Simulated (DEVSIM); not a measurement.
Structure: Co/Si3N4/p-In0.53Ga0.47As capacitor, at 300 K.

Layer 1 from the left is Si3N4, thickness (nm) 3.30. Layer 2 from the left is In0.53Ga0.47As, thickness (nm) 11000, Na (cm⁻³) 2.6e15.

Metal gate on the left, work function 5 eV. Fixed charge at the semiconductor interface -1e10 cm⁻² (in units of +e); no interface traps.

This is a model device: material constants are rounded textbook-type values typed into the input, and sizes, dopings and lifetimes were drawn at random. Values at 300 K.

Si3N4: gap (eV) 5.1, affinity (eV) 2.1, permittivity 7.5. In0.53Ga0.47As: gap (eV) 0.74, affinity (eV) 4.51, permittivity 13.9, Nc (cm⁻³) 2.1e17, Nv (cm⁻³) 7.7e18.

### Question
Estimate by hand the flat-band voltage, the threshold voltage, and compare with a numerical solution.

### Answer

- Flat-band voltage: C = 2.01 μF/cm², work-function difference -0.043 V; VFB = φms − qNf/C = -0.04 V; numerical -0.04 V.
- Threshold voltage: φF = 0.210 V, depletion charge √(4εqNφF) = 2.07e-8 C/cm²; VT = VFB + 2φF + Qd/C = 0.39 V; numerical 0.39 V.

Model (solved in DEVSIM): 1D Poisson equation in equilibrium, Boltzmann statistics, complete ionisation; no quantum confinement or tunnelling. Metal contacts follow the ideal Schottky-Mott rule: no Fermi-level pinning, no interface dipoles.
